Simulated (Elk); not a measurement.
**A self-consistent single point of Fe3Ge (Fm-3m, 4 atoms in the cell) with Elk**

Method: PBEsol, all-electron FP-LAPW, Elk's shipped species files, APW+lo basis with extra local orbitals (Elk).

This input was run:

```
tasks
  0

xctype
  22

spinpol
  .true.

reducebf
  0.7

tforce
  .true.

rgkmax
  7.5

gmaxvr
  18.0

lmaxapw
  10

lmaxo
  8

nxlo
  2

lorbcnd
  .true.

lradstp
  2

nrmtscf
  2.0

rmtscf
  0.9

lmaxi
  4

stype
  3

swidth
  0.00499791

scale
  1.889726125

avec
    0.0000000000    2.8134720000    2.8134720000
    2.8134720000    0.0000000000    2.8134720000
    2.8134720000    2.8134720000    0.0000000000

sppath
  'species/'

atoms
  2   : nspecies
  'Fe.in'   : spfname
  3   : natoms; atposl, bfcmt below
  0.5000000000  0.5000000000  0.5000000000    0.0 0.0 -2.0
  0.2500000000  0.2500000000  0.2500000000    0.0 0.0 -2.0
  0.7500000000  0.7500000000  0.7500000000    0.0 0.0 -2.0
  'Ge.in'   : spfname
  1   : natoms; atposl, bfcmt below
  0.0000000000  0.0000000000  0.0000000000    0.0 0.0 0.0

ngridk
  9 9 9
```

Output (repeated stretches shortened):

```
│ Elk code version 10.2.4 │

All units are atomic (Hartree, Bohr, etc.)

│ Ground-state run starting from atomic densities │

Lattice vectors :
   0.000000000       5.316691540       5.316691540
   5.316691540       0.000000000       5.316691540
   5.316691540       5.316691540       0.000000000

Unit cell volume      :    300.5760612
Brillouin zone volume :   0.8252493975

Muffin-tin inner radius fraction :   0.1000000000E-01

Nuclei treated as point charges

Species :    1 (Fe)
 parameters loaded from : Fe.in
 name : iron
 nuclear charge    :   -26.00000000
 electronic charge :    26.00000000
 atomic mass :    101799.2074
 muffin-tin radius :    2.160000000
 number of radial points in muffin-tin :    999
 atomic positions (lattice), magnetic fields (Cartesian) :
   1 :   0.50000000  0.50000000  0.50000000    0.00000000  0.00000000 -2.00000000
   2 :   0.25000000  0.25000000  0.25000000    0.00000000  0.00000000 -2.00000000
   3 :  -0.25000000 -0.25000000 -0.25000000    0.00000000  0.00000000 -2.00000000

Species :    2 (Ge)
 parameters loaded from : Ge.in
 name : germanium
 nuclear charge    :   -32.00000000
 electronic charge :    32.00000000
 atomic mass :    132414.6195
 muffin-tin radius :    2.160000000
 number of radial points in muffin-tin :    999
 atomic positions (lattice), magnetic fields (Cartesian) :
   1 :   0.00000000  0.00000000  0.00000000    0.00000000  0.00000000  0.00000000

Total number of atoms per unit cell :    4

Spin treatment :
 spin-polarised
 global magnetic field (Cartesian) :    0.000000000       0.000000000       0.000000000
 collinear magnetisation in z-direction

Number of Bravais lattice symmetries :   48
Number of crystal symmetries         :   48
Crystal has inversion symmetry
Real symmetric eigensolver will be used

k-point grid :      9     9     9
k-point offset :    0.000000000       0.000000000       0.000000000
k-point set is reduced with full crystal symmetry group
   [... lines left out ...]
Maximum |G| for potential and density :    18.00000000
 potential will be trimmed for |G| > 2 gkmax
Constant for pseudocharge density :   10
Radial integration step length :    2

G-vector grid sizes :     45    45    45
Number of G-vectors :    29603

Maximum angular momentum used for
 APW functions                      :   10
 outer part of muffin-tin           :    8
 inner part of muffin-tin           :    4

Total nuclear charge    :   -110.0000000
Total core charge       :    48.00000000
Total valence charge    :    62.00000000
Total excess charge     :    0.000000000
Total electronic charge :    110.0000000

Effective Wigner radius, rₛ :   0.8672767385

Number of empty states         :   16
Total number of valence states :   94
Total number of core states    :   48

Conduction state local-orbitals added automatically
Total number of local-orbitals :  457

Exchange-correlation functional :     22     0     0
 PBEsol, Phys. Rev. Lett. 100, 136406 (2008)
 gradient requirement :    1
 generalised gradient approximation (GGA)

Smearing type :    3
 Fermi-Dirac
Smearing width :   0.4997910000E-02
Effective electronic temperature (K) :    1578.215154

Mixing type :    3
 Broyden mixing, J. Phys. A: Math. Gen. 17, L317 (1984)

Kohn-Sham potential initialised from atomic data
│ Self-consistent loop started │
│ Loop number : 1 │
 total energy                :     -5917.77673918
 total moment                :    6.752334847
│ Loop number : 2 │
 total energy                :     -5918.17272212
 total moment                :    6.753298124
RMS change in Kohn-Sham potential (target) :    4.757454126     (  0.1000000000E-05)
Absolute change in total energy (target)   :   0.3959829460     (  0.1000000000E-03)
│ Loop number : 3 │
 total energy                :     -5923.73838002
 total moment                :   0.8140658334
RMS change in Kohn-Sham potential (target) :    2.681654655     (  0.1000000000E-05)
Absolute change in total energy (target)   :    5.664653633     (  0.1000000000E-03)
│ Loop number : 4 │
 total energy                :     -5917.83608172
 total moment                :   -1.312600930
RMS change in Kohn-Sham potential (target) :    2.121399729     (  0.1000000000E-05)
Absolute change in total energy (target)   :    4.486134890     (  0.1000000000E-03)
│ Loop number : 5 │
 total energy                :     -5916.17832801
   [... lines left out ...]
 total moment                :   -4.876688367
RMS change in Kohn-Sham potential (target) :   0.9955421909E-05 (  0.1000000000E-05)
Absolute change in total energy (target)   :   0.9043114942E-03 (  0.1000000000E-03)
│ Loop number : 22 │
 total energy                :     -5912.55654398
 total moment                :   -4.874432446
RMS change in Kohn-Sham potential (target) :   0.5672383270E-05 (  0.1000000000E-05)
Absolute change in total energy (target)   :   0.9613705297E-03 (  0.1000000000E-03)
│ Loop number : 23 │
 total energy                :     -5912.55646218
 total moment                :   -4.874362826
RMS change in Kohn-Sham potential (target) :   0.5128715541E-05 (  0.1000000000E-05)
Absolute change in total energy (target)   :   0.1585446935E-03 (  0.1000000000E-03)
│ Loop number : 24 │
 total energy                :     -5912.55648947
 total moment                :   -4.873916738
RMS change in Kohn-Sham potential (target) :   0.8364807741E-06 (  0.1000000000E-05)
Absolute change in total energy (target)   :   0.6692140323E-04 (  0.1000000000E-03)
Convergence targets achieved

│ Loop number : 25 │

Energies :
 Fermi                       :     0.424300946127
 sum of eigenvalues          :     -3399.43700694
 electron kinetic            :      6007.85034619
 core electron kinetic       :      5429.12963629
 Coulomb                     :     -11677.6973477
 Coulomb potential           :     -9089.29583962
 nuclear-nuclear             :     -828.900711464
 electron-nuclear            :     -12608.2974329
 Hartree                     :      1759.50079666
 Madelung                    :     -7133.04942793
 xc potential                :     -317.800408936
 xc effective B-field        :    -0.191114100746
 external B-field            :      0.00000000000
 exchange                    :     -236.751854268
 correlation                 :     -5.94962169294
 electron entropic           :    -0.799362932835E-02
 total energy                :     -5912.55647114
 (external B-field energy excluded from total)

Density of states at Fermi energy :    93.87779532
 (states/Hartree/unit cell)

Estimated indirect band gap :   0.1166516370E-02
 from k-point     16 to k-point     25
Estimated direct band gap   :   0.2330774290E-02
 at k-point     13

Charges :
 core                        :    48.00000000
 valence                     :    62.00000000
 interstitial                :    5.922898223
 muffin-tins (core leakage)
  species :    1 (Fe)
   atom    1                 :    24.57987596     (  0.1199929045E-10)
   atom    2                 :    24.69356645     (  0.1775291025E-10)
   atom    3                 :    24.69356645     (  0.1775291025E-10)
  species :    2 (Ge)
   atom    1                 :    30.11009292     (  0.1336612994E-02)
 total in muffin-tins        :    104.0771018
 total calculated charge     :    109.9986555
 total charge                :    110.0000000
 error                       :   0.1344499051E-02

Moments :
 interstitial                :  -0.1037900814E-01
 muffin-tins
  species :    1 (Fe)
   atom    1                 :   -2.450826839
   atom    2                 :   -1.225673936
   atom    3                 :   -1.225673936
  species :    2 (Ge)
   atom    1                 :   0.3866668992E-01
 total in muffin-tins        :   -4.863508022
 total moment                :   -4.873887030

│ Self-consistent loop stopped │

Forces :
 species :    1 (Fe)
  atom :    1
   Hellmann-Feynman          :     0.00000000    0.00000000   -0.00000000
   IBS                       :    -0.00000000    0.00000000    0.00000000
   total force               :     0.00000000    0.00000000    0.00000000
   total magnitude           :     0.00000000
  atom :    2
   Hellmann-Feynman          :     0.00000000   -0.00000000   -0.00000000
   IBS                       :     0.00000000    0.00000000    0.00000000
   total force               :     0.00000000   -0.00000000   -0.00000000
   total magnitude           :     0.00000000
  atom :    3
   Hellmann-Feynman          :     0.00000000    0.00000000    0.00000000
   IBS                       :    -0.00000000    0.00000000   -0.00000000
   total force               :    -0.00000000    0.00000000    0.00000000
   total magnitude           :     0.00000000
 species :    2 (Ge)
  atom :    1
   Hellmann-Feynman          :     0.00000000   -0.00000000   -0.00000000
   IBS                       :    -0.00000000    0.00000000    0.00000000
   total force               :     0.00000000    0.00000000    0.00000000
   total magnitude           :     0.00000000
```

The run converged in 25 iterations. The count includes the last loop, which Elk runs after its targets are met.

The starting cell comes from a database of computed structures (which also holds hypothetical and non-ambient phases and stackings), without a prior relaxation at this level. Its lattice was rescaled by a random factor within 2.5 % of one. The magnetic order is the one reached from the typed start; others were not searched systematically. Values depend on the basis (sphere radii, cutoffs, local orbitals), which need not be converged. The log's line on a gap gives a spacing of levels on this mesh, which the program prints for metals too.

Cost on one core of a shared machine: roughly 9 min.
